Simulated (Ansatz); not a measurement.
Consider ZnS in the zinc blende structure (space group F-43m, No. 216; a = 5.357 Å). Axes: x, y, z lie along the cube axes.

The values are results of PBEsol/PAW in Ansatz (a quantum-chemistry and plane-wave program), spin-orbit coupling left out, not measurements.

A first run, uniaxial strain ε_zz = +0.65 %, gives secant values C11 ≈ 110 GPa and C12 ≈ 63 GPa from its stress. A second run applies isotropic strain −1.06 %.

Question: What does linear elasticity predict for the bulk modulus −ΔP/(ΔV/V₀) in the second run, and what does the run give?

Answer: Linear elasticity: (C11 + 2 C12)/3 = 79 GPa. The run gives 86 GPa; any difference comes from nonlinear terms at these strains and numerical noise.

Whether these cells are dynamically stable was not tested.
